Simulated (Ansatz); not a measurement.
Results of r²SCAN (Ansatz, a program for electronic structure, plane waves, PAW) for BAs (model structure, Pm-3m, No. 221, 2 atoms in the cell).

Input:

Ansatz 0.2 input:
```yaml
crystal:
  lattice:
    - [2.9002781231, 0.0, 0.0]
    - [0.0, 2.9002781231, 0.0]
    - [0.0, 0.0, 2.9002781231]
  atoms:
    - { symbol: B, position: [0.0, 0.0, 0.0] }
    - { symbol: As, position: [0.5, 0.5, 0.5] }
basis:
  ecutwfc: 560
  ecutrho_ratio: 4
  xc_grid: 3
kpoints:
  mp_grid: { grid: [20, 20, 20] }
hamiltonian:
  xc: r2scan
  dispersion: none
  pseudopotentials: { kind: paw }
scf:
  occupations: { method: fermi_dirac, width: 0.05 }
  convergence: { dr2_threshold: 0.0000000002 }
output:
  forces: true
  stress: true
  eigenvalues: true
```

How many irreducible k-points, plane waves at Γ does the program set up, and what pressure does the run end with?

286 irreducible k-points, 739 plane waves at Γ; P = 3.80 GPa, so the cell is compressed on average and its volume would grow at this level.

From the output:

```
Crystal: 2 atoms, lattice volume = 24.396 Å³
Basis set: ecut = 560 eV, 739 PW (Γ), exchange–correlation on 72×72×72 points (27 copies of the dense FFT grid, shifted against one another)
Bands: 13, of which v1, the nominal top of the filled ones, is band 9 counted from 1 (8 counted from 0)
Symmetry: 48 space group operations
Space group: Pm-3m (ITA 221), of the structure as read, at distance tolerance 2.9e-5 Å
k-points: 286 of 8000
Functional: x = r2scan, c = r2scan; τ floored in thin density (d = 2e-4 eV/Å³)
SCF iter   1: F=—  HF=-5017.714825 eV  |F-HF|=—  |Δ(HF+E_count)|=         —  Δρ=8.40e-3  dr2=2.96e-2  dr2_τ=1.67e-2
SCF iter   2: F=—  HF=-5017.736847 eV  |F-HF|=—  |Δ(HF+E_count)|=   2.20e-2  Δρ=4.09e-3  dr2=6.05e-3  dr2_τ=8.71e-5
  ...
SCF iter   6: F=—  HF=-5017.736436 eV  |F-HF|=—  |Δ(HF+E_count)|=   1.88e-6  Δρ=4.98e-6  dr2=5.21e-9  dr2_τ=1.75e-10
SCF iter   7: F=-5017.736436 eV  HF=-5017.736436 eV  |F-HF|=1.60e-10  |Δ(HF+E_count)|=   1.03e-8  Δρ=6.44e-7  dr2=7.69e-11  dr2_τ=1.14e-12
SCF 1 converged in 7 iterations: F = -5017.736436 eV  dr2 = 7.69e-11
SCF converged after 7 iterations
Free energy (F): -5017.736436 eV
Internal energy: -5017.729906 eV  (E = F + TS)
E sigma→0 (E₀):  -5017.733171 eV
Fermi energy:    13.203905 eV
--- Stress (GPa, compression-positive) ---
        3.799724       0.000000       0.000000
        0.000000       3.799724       0.000000
        0.000000       0.000000       3.799724
  P = ⅓ Tr σ = 3.7997 GPa (37.997 kbar)
```

The PAW data were made under PBE.

Note: the relaxation could raise the start's symmetry but not lower it, so the cell can be a saddle point. Note: cell and atoms aren't relaxed at this level (pressure 3.8 GPa).

It cost around 19 core-seconds (rough) of CPU time.

A model structure was made by putting elements into a prototype or built by hand; it is no filed structure, need not be a known phase, and can be a saddle point held by its symmetry.
